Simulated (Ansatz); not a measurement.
Consider a periodic stack without vacuum, fluorite-type NiSi2 (0 0 1) on zinc-blende ZnS (0 0 1) (film strained to the substrate, started from cuts of the bulks and a machine-learned relaxation; slabs S6Zn5 and Ni4Si8, which can lie off the formulas): substrate slab S6Zn5, film Ni4Si8, surface cells [[1, 0], [1, 1]] and [[1, 0], [1, 1]], film strained by 0.0 and 0.0 %, outermost planes S/S and Si/Ni as cut, which need not be the usual terminations and can put a slab off its formula. Its start:

```xyz
23
Lattice="3.8492 0.0000 0.0594 0.0000 3.8492 0.1062 -0.5292 0.4525 27.2884" Properties=species:S:1:pos:R:3 pbc="T T T"
S      0.2439     2.0799     3.6698
S      2.2022     0.2093     0.9509
S      0.1583     1.9267     9.1135
S      2.1209     0.0914     6.3611
S      0.0819     1.7664    14.5408
S      2.0530    -0.0890    11.8181
Zn     0.2180     0.1224     4.9482
Zn     2.1945     2.1025     2.2820
Zn     0.1463    -0.0388    10.4038
Zn     2.1007     1.9805     7.7612
Zn     2.0383     1.7892    13.2524
Ni     2.3376     0.6901    21.0300
Ni     0.4432     2.6663    18.4054
Ni     2.1424     0.5919    26.1887
Ni     0.2566     2.5502    23.5921
Si     0.4055     0.7736    19.6692
Si     2.3387     2.6795    19.7439
Si     2.3111     3.1870    17.2975
Si    -0.2817     1.2996    16.6351
Si     0.2369     0.5855    24.9635
Si     2.1704     2.5442    25.0522
Si     2.2103     2.5885    22.4286
Si     0.3800     0.6642    22.3055
```

The start was prepared with a machine-learned potential, and the result is one local minimum, with the in-plane cell held and forces under 0.04 eV/Å; the film can end far from its bulk form.

All values below come from PBE (plane waves to 420 eV, PAW; Ansatz, a program for electronic structure). Spin–orbit coupling is left out; the runs are not spin-polarised; PBE gaps are too small against experiment. Its k-point mesh 8×8×1, Fermi–Dirac width 0.05 eV.

Task: Predict the relaxed interface.

Result: 
* **interface area**: 14.8 Å²
* **period**: 27.09 Å
* **heights between the nearest atoms of the two slabs at the two interfaces**: 2.03 and 2.12 Å
* **Ni–S contacts across the interfaces within 1.22 times the sum of covalent radii**: 1, mean 2.12 Å
* **S–Si contacts across the interfaces within 1.22 times the sum of covalent radii**: 1, mean 2.17 Å
* **estimate of the barrier**: withheld, since the two interfaces are unlike
* **slope of the mean potential energy in the substrate**: -6.2 MV/cm × e
